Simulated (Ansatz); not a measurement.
Base system: AlN in the zinc blende structure (space group F-43m, No. 216; a = 4.342 Å).

Level of theory: LDA in Ansatz (plane waves to 420 eV, PAW, no SOC).

Before the change:

| Quantity | Value |
|---|---|
| Smallest direct gap | 4.39 eV |
| Pressure | 0.00 GPa |

Modification: every lattice vector is stretched by 0.50 %; the atoms relax in the strained cell.

Predict the new smallest direct gap, energy relative to the base and pressure.

The smallest direct gap shrinks by 0.134 eV to 4.25 eV; the energy goes up by 1.4 meV/atom; the pressure goes from zero to -3.05 GPa.

No phonon test of stability was made. This is not the structure that AlN has at room temperature and ambient pressure.

Ansatz is a program for electronic structure.
